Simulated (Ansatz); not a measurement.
# BeBr$_{2}$ (space group Ibam, No. 72; made of chains)

```
CELL_PARAMETERS angstrom
     -2.93653     5.39984     2.75746
      2.93653    -5.39984     2.75746
      2.93653     5.39984    -2.75746
ATOMIC_POSITIONS crystal
  Be 0.25000 0.25000 0.00000
  Be 0.75000 0.75000 0.00000
  Br 0.11079 0.20366 0.31445
  Br 0.88921 0.79634 0.68555
  Br 0.38921 0.70366 0.09287
  Br 0.61079 0.29634 0.90713
```

Computed with DFT with PBEsol, PAW potentials and a 420 eV plane-wave cutoff in Ansatz (a first-principles code), no spin-orbit coupling. k-mesh 8×8×8 (Γ-centred); smearing 0.05 eV (Fermi–Dirac).

```json
{
  "volume_per_atom": "29.15 Å³",
  "density": "3.21 g/cm³",
  "band_gap": "5.17 eV, indirect, Σ₀–Γ (13 % along) → Γ",
  "electron_mass": "0.37 mₑ along a, 0.36 mₑ along b, 0.34 mₑ along c",
  "total_energy": "-1855.444 eV/atom (σ→0; compares only within this code and set-up)"
}
```

Masses are band curvatures over ±0.01 Å⁻¹ around the edge. Stability against distortions was not tested. No dispersion term is included in the PBEsol runs.
